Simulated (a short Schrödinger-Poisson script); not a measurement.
Stack: MOS inversion layer, SiO2 on p-type Si(100), at 300 K.

From the gate side: 1.7 nm SiO2; 1700 nm Si, acceptors 6.7e16 cm⁻³.

The device is made up for the run: typed textbook-type constants, with dimensions and the other settings drawn at random. SiO2: permittivity 3.9, conduction-band edge (eV) 3.15, gap (eV) 9, electron mass (mₑ) 0.5. Si: permittivity 11.7, conduction-band edge (eV) 0, gap (eV) 1.124, Nv at 300 K (cm⁻³) 3.1e19.

Channel valleys (confinement mass, in-plane density-of-states mass, number): Δ2 0.916, 0.19, 2; Δ4 0.19, 0.417, 4. At the gate the conduction-band edge of layer 1 lies 3.74 eV − eVg above the Fermi level of the channel; the field vanishes at the back. Gaps are held at their typed values at every temperature. Mesh 0.03 nm at interfaces.

From a short Schrödinger-Poisson script (our own, NumPy): 1D Poisson equation in equilibrium, electrons quantum, Hartree (BenDaniel-Duke, 12 states a valley, the channel's in-plane mass for all, wave functions free to enter the dielectric), parabolic valleys, classical holes, full ionisation, no traps, pinning or gate leakage.

```
Vg (V)  electrons (cm⁻²)  C (μF/cm²)  Δ2 E0 (meV from the Fermi level)  Δ4 E0 (meV from the Fermi level)
------  ----------------  ----------  --------------------------------  --------------------------------
0.45              1.07e9      0.0891                             245.0                             270.4
0.5               6.32e9       0.115                             198.5                             224.4
0.55             3.42e10       0.243                             154.1                             180.8
0.6              1.37e11       0.560                             117.1                             144.9
0.65             3.53e11       0.881                              91.0                             120.7
0.7              6.56e11        1.09                              73.0                             105.1
0.75             1.01e12        1.22                              59.7                              94.2
0.8              1.41e12        1.31                              49.3                              86.2
0.85             1.82e12        1.37                              40.7                              79.9
0.9              2.26e12        1.42                              33.3                              74.8
0.95             2.71e12        1.46                              26.9                              70.5
1                3.17e12        1.49                              21.1                              66.8
1.05             3.64e12        1.52                              15.9                              63.6
1.1              4.11e12        1.54                              11.2                              60.7
1.15             4.60e12        1.56                               6.7                              58.0
1.2              5.09e12        1.58                               2.6                              55.7
1.25             5.58e12        1.59                              -1.3                              53.5
1.3              6.08e12        1.60                              -5.0                              51.4
1.35             6.58e12        1.62                              -8.5                              49.5
```

Gate voltages with under 1e9 electrons/cm² are left out.

### Question
At Vg = 1.35 V the lowest Δ2 subband lies at -8.5 meV from the Fermi level. How many electrons does it hold, and what share of all?

### Answer
The two-dimensional density of states is g m/(πħ²) = 1.59e11 cm⁻² meV⁻¹ (both spins), kT = 25.9 meV, so n = D kT ln(1 + exp(−E/kT)) = 3.58e12 cm⁻², 0.54 of the 6.58e12 cm⁻² in all.

### Question
Compare the slope of the sheet density between 1.25 and 1.35 V with the geometric capacitance of the layers between gate and channel.

### Answer
q Δn/ΔV = 1.60 μF/cm²; ε0/Σ(t/ε) = 2.03 μF/cm². The ratio is 0.79: the channel acts as a further capacitance in series.
